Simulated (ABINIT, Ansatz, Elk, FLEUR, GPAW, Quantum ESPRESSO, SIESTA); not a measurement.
**One structure in several programs: MnS (Fm-3m, 2 atoms in the cell)**

Self-consistent single point, at a second geometry (lattice scaled by 0.98). First geometry:

```yaml
crystal:
  lattice:
    - [0.00000, 2.48025, 2.48025]
    - [2.48025, 0.00000, 2.48025]
    - [2.48025, 2.48025, 0.00000]
  atoms:
    - { symbol: S, position: [0.00000, 0.00000, 0.00000] }
    - { symbol: Mn, position: [0.50000, 0.50000, 0.50000], spin: 4.0 }
```
(The spins are starting values, not results.)

Shared settings, as Ansatz (a program for electronic structure) writes them: kpoints.mp_grid.grid = 9 9 9; scf.occupations.method = gaussian; scf.occupations.width = 0.2 eV. Potentials and cutoffs stand in the table.

```
code                                                                                                                                model  ΔF from the first geometry (meV/atom)  pressure (GPa)  size of the net moment (μB/atom)           cutoff
----------------  -----------------------------------------------------------------------------------------------------------------------  -------------------------------------  --------------  --------------------------------  ---------------
SIESTA            GGA PBE, numerical atomic orbitals TZP, PseudoDojo PBE standard norm-conserving potentials (rewritten from UPF to PSML)                                   46.7           10.71                              2.01      grid 300 Ry
Elk                                                          PBE, all-electron FP-LAPW, Elk's shipped species files, default APW+lo basis                                      –               –                              1.95         rgkmax 7
FLEUR                                                                        PBE, all-electron FLAPW (FLEUR), scalar-relativistic valence                                      –               –                              1.97  Kmax 4.6 1/bohr
GPAW                                                                                         PBE, GPAW PAW datasets PBE (gpaw-data 1.0.1)                                   39.5           10.25                              1.96           800 eV
Quantum ESPRESSO                                                                        PBE, SSSP 1.1.2 efficiency (PBE) pseudopotentials                                   39.6            9.73                              1.98            50 Ry
Ansatz                                                                                                                     PBE, PAW files                                   37.9            9.57                              1.97           420 eV
ABINIT                                                           PBE, norm-conserving pseudopotentials (PseudoDojo nc-sr-05 PBE standard)                                   47.7           11.01                              2.01            48 Ha
```

A dash marks a value that a program does not give, or that is left out as unsure.

On Ansatz's run: with one magnetic atom in the cell only a parallel order is possible.

The spread over the programs that give each value: ΔF from the first geometry within 9.8 meV/atom; pressure within 1.44 GPa; size of the net moment within 0.06 μB/atom.

SIESTA uses small atom-centred bases, whose incompleteness enters pressures, forces and empty levels differently from a plane-wave cutoff. Elk and FLEUR treat all electrons, but the usual bases taken here (sphere radii, linearisation, local orbitals, empty states) were not tested for convergence, so the values are no reference for the others. Ansatz's pressure is given at a fixed set of plane waves, as the other plane-wave codes print theirs; with its correction for the finite basis it is 9.73 GPa. In the pressure, ABINIT (by 1.02) lies more than 1 GPa from the median of the plane-wave programs.

The starting cell was generated: these elements placed on a structure prototype, without a prior relaxation; it need not be a known phase or ordering of this composition. Its lattice was rescaled by a random factor within 2.5 % of one. For this run, on top of that: lattice scaled by 0.98.

Keys are those of Ansatz 0.2.
